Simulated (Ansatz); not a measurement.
Ansatz (a first-principles code) run on LaSiPt (I4_1md, 6 atoms in the cell): self-consistent single point.

Method of the run: LDA (PW92), PAW files made with PBE (plane waves; Ansatz).

```xyz
6
Lattice="-2.1712 2.1712 7.4298 2.1712 -2.1712 7.4298 2.1712 2.1712 -7.4298" Properties=species:S:1:pos:R:3 pbc="T T T"
La     0.0000     0.0000     4.9031
La     2.1712     0.0000     1.1882
Si     0.0000     0.0000    11.1393
Si     2.1712     0.0000     7.4243
Pt     0.0000     0.0000    13.6324
Pt     0.0000     2.1712     2.4877
```

Reference input (self-consistent single point, DFT, PBEsol, plane waves, PAW files made with PBE): kpoints.mp_grid.grid = 6 6 6; hamiltonian.xc = pbesol; hamiltonian.pseudopotentials = {kind: paw} (an earlier, softer set of the program's PAW files); scf.occupations.method = fermi_dirac; scf.occupations.width = 0.1 eV. This run's input differs from it in these lines:

Ansatz 0.2 input:
```diff
@@ -16,3 +16,3 @@
 hamiltonian:
-  xc: pbesol
+  xc: lda
   pseudopotentials:
```

Output (repeated stretches shortened):

```
SCF iter   1: F=—  HF=-37885.853171 eV  |F-HF|=—  |Δ(HF+E_count)|=         —  Δρ=3.18e-1  dr2=2.92e2  ethr=3.10e-3  ⟨swp⟩=6.0  Hψ=9725  notcnv=0
all-band conjugate gradients solve this SCF's bands
automatic band count: the SCF goes on with 47 bands, as 40 were too few: the levels above may hold too much charge
preconditioner: auto → Kerker (q_TF=auto, 2.407 Å⁻¹)
   [... lines left out ...]
SCF iter   9: F=—  HF=-37869.007592 eV  |F-HF|=—  |Δ(HF+E_count)|=   1.57e-4  Δρ=2.71e-4  dr2=1.64e-4  ethr=1.18e-6  ⟨swp⟩=1.2  Hψ=1766  notcnv=0  defer=117
SCF iter  10: F=—  HF=-37869.007543 eV  |F-HF|=—  |Δ(HF+E_count)|=   4.92e-5  Δρ=1.19e-4  dr2=2.94e-5  ethr=2.49e-7  ⟨swp⟩=2.2  Hψ=2071  notcnv=0  defer=117
SCF iter  11: F=—  HF=-37869.007531 eV  |F-HF|=—  |Δ(HF+E_count)|=   1.19e-5  Δρ=4.19e-5  dr2=3.38e-6  ethr=4.45e-8  ⟨swp⟩=1.9  Hψ=1921  notcnv=0  defer=117
SCF iter  12: F=-37869.007530 eV  HF=-37869.007530 eV  |F-HF|=2.54e-8  |Δ(HF+E_count)|=   1.16e-6  Δρ=4.37e-6  dr2=2.91e-8  ethr=1.52e-10  ⟨swp⟩=10.2  Hψ=9964  notcnv=0
SCF 1 converged in 12 iterations: F = -37869.007530 eV  dr2 = 2.91e-8
Free energy (F): -37869.007530 eV
Internal energy: -37868.878441 eV  (E = F + TS)
E sigma→0 (E₀):  -37868.942985 eV
Entropy (-TS):   -0.129089 eV (-21.515 meV/atom)
Fermi energy:    12.274911 eV
--- Forces (eV/Å), atoms counted from 1 ---
  atom   1  La    -0.00000000    -0.00000000    -0.02936035
  atom   2  La    -0.00000000     0.00000000    -0.02936035
  atom   3  Si     0.00000000    -0.00000000     0.00232505
  atom   4  Si     0.00000000    -0.00000000     0.00232505
  atom   5  Pt     0.00000000     0.00000000     0.02702634
  atom   6  Pt    -0.00000000     0.00000000     0.02702634
--- Stress (GPa, compression-positive) ---
       -9.505083      -0.000000      -0.000000
       -0.000000      -9.505083      -0.000000
       -0.000000      -0.000000     -11.007724
  P = ⅓ Tr σ = -10.0060 GPa (-100.060 kbar)
  The stress holds the Pulay correction. Without it, at fixed plane waves, as pw.x and ABINIT print it: P = -10.0224 GPa
```

The run converged in 12 iterations. Against the reference run the pressure goes from -7.87 to -10.01 GPa and the largest force goes from 0.021 to 0.029 eV/Å.

The starting cell comes from a database of computed structures (which also holds hypothetical and non-ambient phases and stackings), without a prior relaxation at this level. Its lattice was rescaled by a random factor within 2.5 % of one. Spin polarisation is off. With a pressure of about -10 GPa the cell is away from its equilibrium volume at this level. Ansatz's pressure includes its estimate of the finite-basis (Pulay) stress.
